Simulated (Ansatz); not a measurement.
Worked calculations on one periodic cell of amorphous Ge₁₂Sb₁₂S₃₆: Ge12Sb12S36, 60 atoms, volume 1509.8 Å³, made by a melt-quench on the CHGNet potential and relaxed with DFT. It is a model cell: composition and starting density were chosen by hand, and all elements were melted together. Cycles of charging were run to anneal it. These are PBE-D3(BJ), scalar-relativistic without spin-orbit coupling (plane waves to 420 eV, PAW; Ansatz, a first-principles code) values and carry that method's errors. Sampling: a 2×2×2 Γ-centred mesh; Fermi-Dirac width 0.05 eV; no spin polarisation. Its volume was relaxed, its shape was free, and it stands at a mean pressure of 0.0 GPa with stress components up to 0.1 GPa; the relaxation ran on one k-point at (1/4, 1/4, 1/4). Its density went from a set 3.43 to 3.83 g/cm³. The cell is small and was quenched far faster than a real film, so it is one sample of the glass.

Cut-offs for bonds: Ge-Ge 2.85 Å, Ge-Sb 3.11 Å, Ge-S 2.78 Å, Sb-Sb 3.34 Å, Sb-S 2.78 Å, S-S 2.39 Å. Counted neighbours: Ge: 6 with 3, 6 with 4; Sb: 11 with 3, 1 with 4; S: 1 with 1, 25 with 2, 10 with 3.

Question: Set the mean coordination against the 8 − N rule, and count mechanical constraints (r/2 for stretching, 2r − 3 for bending at each atom with r ≥ 2) against the 3 degrees of freedom.

Answer: The rule gives (12 × 4 + 12 × 3 + 36 × 2)/60 = 2.60; the cell has 160/60 = 2.67. Summing the constraints over the counted atoms gives 221.0/60 = 3.68 per atom, so by this count the network is rigid and over-constrained. The count takes every angle as intact, which overstates rigidity where angles are soft (at over-coordinated atoms).

Four energies for an added electron at PBE on one k-point at (1/4, 1/4, 1/4) (charged cells in a uniform background, spin-polarised): neutral at the neutral geometry -161856.328 eV; charged at the neutral geometry -161849.163 eV; charged and relaxed -161849.336 eV; neutral at the charged geometry -161855.944 eV.

Question: Find the two relaxation energies and their sum, the reorganisation energy.

Answer: On charging: -161849.163 − (-161849.336) = 0.173 eV. On discharging: -161855.944 − (-161856.328) = 0.384 eV. The sum is 0.557 eV. The carrier's level spreads over 12 of the 60 atoms' worth, so it counts as partly localised, most on one Sb atom with neighbours S 2.48 Å, S 2.50 Å, S 2.61 Å (neutral geometry). The values are uncorrected: the image energy of a point charge in this cell, 2.84 × 14.40 / (2 × 11.5) = 1.8 eV before screening, is screened by electrons alone at the fixed geometry and by ions too after relaxing, and the carrier can be spread before it relaxes, so each term can be off by up to that value times 1/ε∞, some tenths of an eV. PBE's self-interaction favours spread-out carriers, so a hybrid can localise more.

Four energies for a hole at PBE on one k-point at (1/4, 1/4, 1/4) (charged cells in a uniform background, spin-polarised): neutral at the neutral geometry -161856.328 eV; charged at the neutral geometry -161862.047 eV; charged and relaxed -161862.183 eV; neutral at the charged geometry -161856.065 eV.

Question: Find the two relaxation energies and their sum, the reorganisation energy.

Answer: On charging: -161862.047 − (-161862.183) = 0.136 eV. On discharging: -161856.065 − (-161856.328) = 0.263 eV. The sum is 0.399 eV. The carrier's level spreads over 14 of the 60 atoms' worth, so it counts as partly localised, most on one Ge atom with neighbours S 2.49 Å, S 2.56 Å, S 2.66 Å, S 2.69 Å (neutral geometry). The values are uncorrected: the image energy of a point charge in this cell, 2.84 × 14.40 / (2 × 11.5) = 1.8 eV before screening, is screened by electrons alone at the fixed geometry and by ions too after relaxing, and the carrier can be spread before it relaxes, so each term can be off by up to that value times 1/ε∞, some tenths of an eV. PBE's self-interaction favours spread-out carriers, so a hybrid can localise more.
